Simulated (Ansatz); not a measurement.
**GaN, pressure series**

Consider GaN in the zinc blende structure (space group F-43m, No. 216; a = 4.5485 Å).

Cell and atoms are relaxed at each pressure.

Method: Kohn–Sham DFT with the PBE functional, run in Ansatz (a quantum-chemistry and plane-wave program) with PAW and 420 eV plane waves, scalar-relativistic without spin-orbit coupling.

```json
[
 {"case": "base", "density": "5.91 g/cm³", "shortest interatomic distance": "1.970 Å", "electron mass": "0.14 mₑ (at Γ)"},
 {"case": "pressure −2 GPa", "density": "5.84 g/cm³", "shortest interatomic distance": "1.977 Å", "electron mass": "0.14 mₑ (at Γ)"},
 {"case": "pressure −1 GPa", "density": "5.88 g/cm³", "shortest interatomic distance": "1.973 Å", "electron mass": "0.14 mₑ (at Γ)"},
 {"case": "pressure 0.3 GPa", "density": "5.92 g/cm³", "shortest interatomic distance": "1.968 Å", "electron mass": "0.14 mₑ (at Γ)"},
 {"case": "pressure 0.7 GPa", "density": "5.93 g/cm³", "shortest interatomic distance": "1.967 Å", "electron mass": "0.14 mₑ (at Γ)"},
 {"case": "pressure 1.5 GPa", "density": "5.96 g/cm³", "shortest interatomic distance": "1.964 Å", "electron mass": "0.15 mₑ (at Γ)"},
 {"case": "pressure 3 GPa", "density": "6.01 g/cm³", "shortest interatomic distance": "1.959 Å", "electron mass": "0.15 mₑ (at Γ)"},
 {"case": "pressure 5 GPa", "density": "6.07 g/cm³", "shortest interatomic distance": "1.952 Å", "electron mass": "0.15 mₑ (at Γ)"},
 {"case": "pressure 7.5 GPa", "density": "6.15 g/cm³", "shortest interatomic distance": "1.944 Å", "electron mass": "0.16 mₑ (at Γ)"},
 {"case": "pressure 10 GPa", "density": "(withheld)", "shortest interatomic distance": "(withheld)", "electron mass": "(withheld)"}
]
```

### Question
Fill in the withheld entries from the trend.

### Answer

- pressure 10 GPa, density: 6.22 g/cm³
- pressure 10 GPa, shortest interatomic distance: 1.936 Å
- pressure 10 GPa, electron mass: 0.17 mₑ (at Γ)

The levels and masses belong to the bands next to the band gap. Load acts through the strain it causes; cell and atoms are relaxed under it. Effective masses come from finite differences of ±0.01 Å⁻¹. No phonon test of stability was made. Tetrahedral semiconductors of this kind turn to denser phases somewhere between about 1 and 50 GPa; those were not computed, so compressed cells here can lie past the real transition. This is not the structure that GaN has at room temperature and ambient pressure.
